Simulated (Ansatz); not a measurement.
A working Ansatz (a quantum-chemistry and plane-wave program) input for Ta2SnN (P6_3/mmc, 8 atoms in the cell) (DFT, PBE, plane waves, default PAW files):

Ansatz 0.2 input:
```yaml
crystal:
  lattice:
    - [3.110286, 0.000000, 0.000000]
    - [-1.555143, 2.693587, 0.000000]
    - [0.000000, 0.000000, 13.941912]
  atoms:
    - { symbol: Sn, position: [0.333333, 0.666667, 0.750000] }
    - { symbol: Sn, position: [0.666667, 0.333333, 0.250000] }
    - { symbol: Ta, position: [0.333333, 0.666667, 0.086000] }
    - { symbol: Ta, position: [0.666667, 0.333333, 0.586000] }
    - { symbol: Ta, position: [0.666667, 0.333333, 0.914000] }
    - { symbol: Ta, position: [0.333333, 0.666667, 0.414000] }
    - { symbol: N, position: [0.000000, 0.000000, 0.000000] }
    - { symbol: N, position: [0.000000, 0.000000, 0.500000] }
basis:
  ecutwfc: 30.9 Ry
kpoints:
  mp_grid: { grid: [12, 12, 3] }
hamiltonian:
  xc: pbe
  pseudopotentials: { kind: paw }
scf:
  occupations: { method: gaussian, width: 0.0147 Ry }
output:
  forces: true
  eigenvalues: true
  stress: true
```

The run converged in 7 iterations: free energy E − TS (on the zero of these files) -52547.9558 eV; Fermi level (on the code's own zero) 19.64 eV; pressure 12.71 GPa; largest force (vector length) 0.393 eV/Å. Each of these slips is then made, one at a time:

(1)
```diff
+magnetization:
+  spin_orbit: true
```

(2)
```diff
+  max_iter: 40
+  convergence: { dr2_threshold: 1.0e-22 eV }
```

(3)
```diff
+  convergence: { dr2_threshold: 1.0e-01 eV }
```

Q: Predict the outcome of each change.

A: 
(1) Spin-orbit coupling without the non-collinear switch. The program stopped before any SCF iteration, with the message: Error: inconsistent input (magnetization.spin_orbit, magnetization.noncollinear): true requires noncollinear: true — spin–orbit coupling acts on 2-spinor wavefunctions; set both flags.

(2) A threshold far tighter than needed, beside a limit on iterations. The run converged in 18 iterations, and against the sound input the free energy hardly moves (within 1 meV/atom), the pressure stays at 12.71 GPa and the largest force stays at 0.393 eV/Å. It cost iterations: the sound input took 7.

(3) A convergence threshold that is too loose. The run converged in 6 iterations, and against the sound input the free energy is nearly the same (within 1 meV/atom), the pressure stays at 12.71 GPa and the largest force hardly changes (0.393 to 0.392 eV/Å). The full log also holds (shortened here): “iter 2 did not close the SCF: its close was put off for the readings that it lacked (scf_convergence_deferred on its scf_iter line)” and “iter 3 did not close the SCF: its close was put off for the readings that it lacked (scf_convergence_deferred on its scf_iter line)”.

The starting cell was generated: these elements placed on a structure prototype, without a prior relaxation; it need not be a known phase or ordering of this composition. Spin polarisation is off. In the base run, with a pressure of about 13 GPa the cell is away from its equilibrium volume at this level. Ansatz's pressure includes its estimate of the finite-basis (Pulay) stress.

Left out of this page: 3 runs of the series outside the window shown, repeating another row's setting, or not comparable; 1 run of the series stopped by limits of time or memory.
